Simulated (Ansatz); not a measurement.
**Mo under a change: isotropic strain −5.27 %**

Start from Mo in the bcc (W type) structure (space group Im-3m, No. 229; a = 3.161 Å; relaxed with 0.1 eV smearing).

Modification: an isotropic linear strain of −5.27 %; the atoms relax in the strained cell.

Method: Kohn–Sham DFT with the PBE functional, run in Ansatz (a quantum-chemistry and plane-wave program) with PAW and 420 eV plane waves, no spin-orbit coupling, earlier PAW set. k-mesh 29×29×29 (Γ-centred); smearing 0.1 eV (Fermi–Dirac).

```csv
quantity,base,changed,shift
volume per atom,15.79 Å³,13.43 Å³,-2.368 Å³
space group,Im-3m (No. 229),Im-3m (No. 229),–
shortest interatomic distance,2.738 Å,2.593 Å,-0.1443 Å
energy relative to the base (free energy F),0 meV/atom,+0.379 eV/atom,+0.379 eV/atom
band gap,zero,zero,–
```

Final structure:

```yaml
crystal:
  lattice:
    - [-1.49729, 1.49729, 1.49729]
    - [1.49729, -1.49729, 1.49729]
    - [1.49729, 1.49729, -1.49729]
  atoms:
    - { symbol: Mo, position: [0.00000, 0.00000, 0.00000] }
```

Whether these cells are dynamically stable was not tested. The final runs are not spin-polarised.
